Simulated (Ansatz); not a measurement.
The reference is HfO₂ in the fluorite structure (space group Fm-3m, No. 225; a = 5.0589 Å). Axes: x, y, z lie along the cube axes.

Method: r2SCAN in Ansatz (plane waves to 500 eV, PAW, no spin-orbit coupling), earlier PAW set.

Modification: tensile biaxial strain of 1.10 % in the plane normal to [111], as in epitaxy on a mismatched substrate; the out-of-plane cell vector and the atoms relax.

Q: Estimate the effect on the out-of-plane strain.

A: The out-of-plane strain comes out as -1.29 %.

Q: How does this affect the energy relative to the base?

A: The energy goes up by 2.6 meV/atom.

Stability against distortions was not tested. This is not the structure that HfO2 has at room temperature and ambient pressure.

Ansatz is an electronic-structure program.
